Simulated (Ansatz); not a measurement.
Output of an Ansatz run (abridged):

```
WARN ansatz: RAYON_NUM_THREADS=1 ignored (pool sized by the plan → 1); use --threads N
Pseudopotentials: kind: paw
Pseudopotential: Ti, paw, valence charge 12
Pseudopotential: C, paw, valence charge 4
Crystal: 2 atoms, lattice volume = 20.114 Å³
Basis set: ecut = 420.4159175005146 eV, 411 PW (Γ), exchange–correlation on 48×48×48 points (8 copies of the dense FFT grid, shifted against one another)
Bands: 12, of which v1, the nominal top of the filled ones, is band 8 counted from 1 (7 counted from 0)
Symmetry: 48 space group operations
Space group: Fm-3m (ITA 225), of the structure as read, at distance tolerance 2.7e-5 Å
k-points: 84 of 2197
Initial density: superposition of atomic densities (neutral atoms: chi_scale 0, normalization atom), corrected by the library's trained network
Initial wavefunctions: pseudopotential atomic-orbital guess
Eigensolver: davidson
Functional: x = pbe(κ = 0.804, μ = 0.2195149727645171), c = pbe(β = 0.06672455060314922)
SCF iter   1: F=—  HF=-2752.275592 eV  |F-HF|=—  |Δ(HF+E_count)|=         —  Δρ=3.79e-3  dr2=2.11e-3  ethr=1.77e-3  ⟨swp⟩=4.4  Hψ=5014  notcnv=0
all-band conjugate gradients solve this SCF's bands
preconditioner: auto → none
SCF iter   2: F=—  HF=-2752.275078 eV  |F-HF|=—  |Δ(HF+E_count)|=   5.14e-4  Δρ=2.39e-3  dr2=9.71e-4  ethr=1.32e-5  ⟨swp⟩=1.0  Hψ=1680  notcnv=0
SCF iter   3: F=—  HF=-2752.274956 eV  |F-HF|=—  |Δ(HF+E_count)|=   1.22e-4  Δρ=1.84e-4  dr2=2.64e-6  ethr=6.07e-6  ⟨swp⟩=2.1  Hψ=1157  notcnv=0
SCF iter   4: F=—  HF=-2752.274955 eV  |F-HF|=—  |Δ(HF+E_count)|=   1.05e-6  Δρ=3.36e-5  dr2=1.16e-7  ethr=1.65e-8  ⟨swp⟩=2.1  Hψ=1581  notcnv=0
iter 5 did not close the SCF: its close was put off for the readings that it lacked (scf_convergence_deferred on its scf_iter line)
SCF iter   5: F=-2752.274955 eV  HF=-2752.274955 eV  |F-HF|=2.66e-10  |Δ(HF+E_count)|=   2.63e-8  Δρ=5.79e-6  dr2=4.78e-9  ethr=7.25e-10  ⟨swp⟩=2.0  Hψ=1637  notcnv=0
SCF iter   6: F=-2752.274955 eV  HF=-2752.274955 eV  |F-HF|=2.19e-10  |Δ(HF+E_count)|=  9.44e-10  Δρ=1.30e-6  dr2=3.11e-10  ethr=2.99e-11  ⟨swp⟩=2.0  Hψ=3169  notcnv=0
SCF 1 converged in 6 iterations: F = -2752.274955 eV  dr2 = 3.11e-10
SCF converged after 6 iterations
Free energy (F): -2752.274955 eV
Harris-Foulkes:  -2752.274955 eV  (|F-HF|=2.19e-10)
Internal energy: -2752.265244 eV  (E = F + TS)
E sigma→0 (E₀):  -2752.270099 eV
Entropy (-TS):   -0.009711 eV (-4.855 meV/atom)
Fermi energy:    14.863599 eV
--- Per-component energies (eV) ---
  E_band       = -108.106486
  E_kinetic    = 362.966593
  E_local      = -769.404491  (includes V_loc(G=0)·N_el)
  E_nonlocal   = 32.010009
  E_hartree    = 313.000574
  E_xc         = -147.605343
  E_vxc        = -184.350259  (∫ρ·V_xc dr)
  E_paw        = -1145.312431  (= ΣΔE_a)
  E_vpaw       = -175.329659  (= ΣTr[D̂ρ^β])
  E_aug_tail   = 0.000141  (compensation charges beyond the density's cutoff)
  E_ewald      = -1397.920297
  E_smearing   = -0.009711  (= −TS)
  E_closure    = 0.000000  (closes the sum)
  Σ components = -2752.274955   (vs F -2752.274955, Δ=0.00e0)
--- Forces (eV/Å), atoms counted from 1 ---
  atom   1  Ti    -0.00000000     0.00000000    -0.00000000
  atom   2  C      0.00000000    -0.00000000     0.00000000
  max |Σ_I F_I| component: 3.94e-30 eV/Å
--- Stress (GPa, compression-positive) ---
        2.854549       0.000000      -0.000000
       -0.000000       2.854549       0.000000
       -0.000000       0.000000       2.854549
  P = ⅓ Tr σ = 2.8545 GPa (28.545 kbar)
  The stress holds the Pulay correction. Without it, at fixed plane waves, as pw.x and ABINIT print it: P = 2.5824 GPa
--- Band table (eV; the first three rows and the last of 84) ---
  k-point 0: bands = ["-41.6507", "-17.6800", "-17.6800", "-17.6800", "2.4190", "15.5686", "15.5686", "15.5686", "16.5527", "16.5527", "16.5527", "16.6125"]
  k-point 1: bands = ["-41.6463", "-17.7108", "-17.6829", "-17.6829", "2.5548", "14.9340", "15.1968", "15.1968", "15.8881", "15.8881", "16.8830", "17.8476"]
  k-point 2: bands = ["-41.6342", "-17.7954", "-17.6908", "-17.6908", "2.9491", "13.7630", "14.2109", "14.2109", "16.1100", "16.1100", "17.2783", "19.1772"]
  k-point 83: bands = ["-41.5492", "-18.0176", "-17.9751", "-17.8541", "5.3210", "11.4501", "11.7876", "12.2768", "17.4627", "17.8420", "18.4988", "19.9677"]
```

The structure:

```xyz
2
Lattice="0.0000 2.1585 2.1585 2.1585 0.0000 2.1585 2.1585 2.1585 0.0000" Properties=species:S:1:pos:R:3 pbc="T T T"
Ti     0.0000     0.0000     0.0000
C      2.1585     2.1585     2.1585
```

Problem. Reconstruct the input of this run.

Solution. Other spellings and defaults could give the same log, and not every line can be read from it. The input that was run (DFT, PBE, plane waves, default PAW files):

Ansatz 0.2 input:
```yaml
# TiC
crystal:
  lattice:
    - [0.000000, 2.158505, 2.158505]
    - [2.158505, 0.000000, 2.158505]
    - [2.158505, 2.158505, 0.000000]
  atoms:
    - { symbol: Ti, position: [0.000000, 0.000000, 0.000000] }
    - { symbol: C, position: [0.500000, 0.500000, 0.500000] }
basis:
  ecutwfc: 30.9 Ry
kpoints:
  mp_grid: { grid: [13, 13, 13] }
hamiltonian:
  xc: pbe
  pseudopotentials: { kind: paw }
scf:
  occupations: { method: fermi_dirac, width: 0.0073 Ry }
output:
  forces: true
  eigenvalues: true
  stress: true
```

The starting cell has typed, rounded lattice constants, without a prior relaxation at this level. Its lattice was rescaled by up to half a per cent. Spin polarisation is off. Ansatz's pressure includes its estimate of the finite-basis (Pulay) stress.

Ansatz is a program for electronic structure.
